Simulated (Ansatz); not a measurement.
CaScHO₂ (model structure, started from the SrVO2H type, P4/mmm, No. 123, 5 atoms in the cell), treated with PBEsol (Ansatz, a first-principles code, PAW).

Settings: plane-wave cutoff 520 eV, 8×8×10 k mesh (along the axes of the cell as run), Fermi–Dirac smearing 0.01 eV, scalar-relativistic PAW data made under PBE.

Cell (relaxed at this level):

```xyz
5
Lattice="4.0464 0.0000 0.0000 0.0000 4.0464 0.0000 0.0000 0.0000 3.6993" Properties=species:S:1:pos:R:3 pbc="T T T"
Ca     2.0232     2.0232     1.8497
Sc     0.0000     0.0000     0.0000
O      2.0232     0.0000     0.0000
O      0.0000     2.0232     0.0000
H      0.0000     0.0000     1.8497
```

### Question
What does this level give for the band gap, smallest direct gap on the k points sampled and Γ–Γ gap?

### Answer

band gap: 2.03 eV (indirect)
smallest direct gap on the k points sampled: 2.48 eV
Γ–Γ gap: 4.05 eV

Note: the relaxation could raise the start's symmetry but not lower it, so the cell can be a saddle point.

Computed values are for the static lattice.

A model structure was made by putting elements into a prototype or built by hand; it is no filed structure, need not be a known phase, and can be a saddle point held by its symmetry.
